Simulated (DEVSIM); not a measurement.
Structure: abrupt Ge p-n junction, at 300 K.

Layer 1 from the left is Ge, thickness (μm) 97.0, Na (cm⁻³) 2.5e17, τn (s) 7.2e-8, τp (s) 2.4e-6. Layer 2 from the left is Ge, thickness (μm) 29.0, Nd (cm⁻³) 5.7e16, τn (s) 2.4e-6, τp (s) 2.4e-6.

Left contact: ohmic. Right contact: ohmic. Voltage is applied to the left contact. Recombination: SRH at mid-gap, radiative. Mobility is constant in doping.

The device is made up for the run: typed textbook-type constants, with dimensions and the other settings drawn at random. Values at 300 K.

Ge: gap (eV) 0.664, affinity (eV) 4, permittivity 16, Nc (cm⁻³) 1.04e19, Nv (cm⁻³) 6e18, μn (cm²/Vs) 3900, μp (cm²/Vs) 1900, B (cm³/s) 6.4e-14.

### Question
Estimate by hand the built-in potential, the peak field at zero bias, and compare with a numerical solution.

### Answer

- Built-in potential: ni = √(Nc Nv) exp(−Eg/2kT) = 2.09e13 cm⁻³ with Eg = 0.664 eV; Vbi = kT/q ln(Na Nd/ni²) = 0.447 V; numerical 0.447 V.
- Peak field at zero bias: depletion approximation: W = √(2εVbi/(qN)) = 0.131 μm with N = 4.64e16 cm⁻³; field = 2Vbi/W = 68500 V/cm; numerical 64700 V/cm (estimate above by 5.9 %).

DEVSIM, 1D drift-diffusion, Boltzmann statistics, complete ionisation; no tunnelling, impact ionisation, image-force lowering or self-heating.
